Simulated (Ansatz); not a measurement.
```
CELL_PARAMETERS angstrom
      0.00000     2.83580     2.83580
      2.83580     0.00000     2.83580
      2.83580     2.83580     0.00000
ATOMIC_POSITIONS crystal
  Be 0.00000 0.00000 0.00000
  Te 0.75000 0.75000 0.75000
```

The numbers are results of PBEsol with spin-orbit coupling, rigid bands (plane waves, PAW; Ansatz, a first-principles code), not measurements. Condition of this run: hydrostatic pressure -2 GPa (the target of the relaxation). How the cell was made: cell and atoms relaxed with PBEsol, then loaded as said.

Problem. Predict the electron conductivity mass (n e² τ/σ) at 300 K, by direction if it differs.

Solution. 0.37 mₑ.

Problem. What conductivity effective mass do dilute holes have at 300 K?

Solution. 0.40 mₑ.

Problem. And the band gap?

Solution. 1.63 eV at this level; semilocal functionals usually fall short of the measured gap.

Rigid bands, one relaxation time for all states, no polarons.
